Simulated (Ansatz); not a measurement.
Effect of x(B) = 0.5, 8 atoms, Cmmm on TiAl

Base system: TiAl (space group P4/mmm, No. 123; a = 2.797 Å, c = 4.032 Å).

The other end (x = 1) is TiB (space group P4/mmm, No. 123; a hypothetical phase, not in the database extracts checked): 10.33 Å³/atom, gap zero; this end may not be an ambient phase.

The change: a fraction x = 0.5 of the Al sites is given to B, ordered in a cell of 8 atoms (starting symmetry Cmmm) and fully relaxed.

All numbers come from plane-wave PAW DFT at the PBEsol level (Ansatz, a program for electronic structure, 420 eV), no spin-orbit coupling. Γ-centred 10×10×13 mesh, Fermi–Dirac width 0.05 eV, for the changed cell.

The density goes up by 0.35 g/cm³, from 3.94 g/cm³ to 4.29 g/cm³ and the shortest interatomic distance falls by 0.376 Å, from 2.797 Å to 2.421 Å. The band gap is still zero and the mixing energy comes out as +0.17 eV/atom (to 0.01 eV only: unlike meshes or grids) (against an end that may be hypothetical).

Each cell is one ordered arrangement of few atoms, which overstates ordering effects compared with a random alloy. Stability against distortions was not tested. All final runs are without spin polarisation. An odd electron count without spin: TiAl and TiB. Ti2AlB has a high density of states at the Fermi level and may be magnetic at this level.
